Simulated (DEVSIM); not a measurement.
Device: Au/SiO2/p-Si capacitor, at 300 K.

```tsv
layer (left to right)	material	thickness (nm)	Na (cm⁻³)
1	SiO2	6.10	-
2	Si	2100	7.7e16
```

Metal gate on the left, work function 5.1 eV. Fixed charge at the semiconductor interface 2.3e12 cm⁻² (in units of +e); no interface traps.

The device is made up for the run: typed textbook-type constants, with dimensions and the other settings drawn at random. Values at 300 K.

| parameter | SiO2 | Si |
|---|---|---|
| gap (eV) | 9 | 1.124 |
| affinity (eV) | 0.9 | 4.05 |
| permittivity | 3.9 | 11.7 |
| Nc (cm⁻³) | - | 2.86e19 |
| Nv (cm⁻³) | - | 3.1e19 |

Model (solved in DEVSIM): 1D Poisson equation in equilibrium, Boltzmann statistics, complete ionisation; no quantum confinement or tunnelling. Metal contacts follow the ideal Schottky-Mott rule: no Fermi-level pinning, no interface dipoles.

The SiO2 thickness was swept, all else fixed.

| SiO2 thickness (μm) | threshold voltage (band bending 2φF) (V) | capacitance of the dielectric stack (μF/cm²) | flat-band voltage (V) | minimum of the low-frequency capacitance (μF/cm²) |
|---|---|---|---|---|
| 0.0024 | 0.74 | 1.44 | -0.17 | 0.0927 |
| 0.0034 | 0.68 | 1.02 | -0.28 | 0.0917 |
| 0.0043 | 0.62 | 0.803 | -0.38 | 0.0875 |
| 0.0052 | 0.56 | 0.664 | -0.47 | 0.0864 |
| 0.0061 | [?] | 0.566 | -0.57 | [?] |
| 0.0073 | 0.42 | 0.473 | -0.70 | 0.0814 |

**Question.** What belongs in the gaps?

**Answer.** 
- 0.0061, threshold voltage (band bending 2φF) (V): 0.50
- 0.0061, minimum of the low-frequency capacitance (μF/cm²): 0.0842
